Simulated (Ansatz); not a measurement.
Structures of equal composition on the (100) surface of rock-salt TiN: W on all Ti sites of the second plane; W on all Ti sites of the top plane. The slabs share one bottom face, and each structure is named by its start. These are constructed structures in small cells; real faces may alloy, dewet or reconstruct in larger ones, and not all known structures of the face are among them. Slabs of about 10 Å, Fermi-Dirac smearing of 0.1 eV. Bottom of the slabs: a bare face, its two planes held. Relaxed from the named starts with such symmetry as they have, on meshes of like density; energies extrapolated to zero smearing; spin only where a row says so; no spin-orbit coupling, no U. Brackets mark spin-polarised runs, whose order is one that fits the cell.

Level of theory: r2SCAN, at the PBE geometry (plane waves to 500 eV, PAW; Ansatz, a quantum-chemistry and plane-wave program).

### Question
Order them by energy per 1x1 cell (lowest first) at the level r2SCAN, at the PBE geometry.

### Answer
W on all Ti sites of the top plane (0.000 eV), W on all Ti sites of the second plane (0.234 eV)
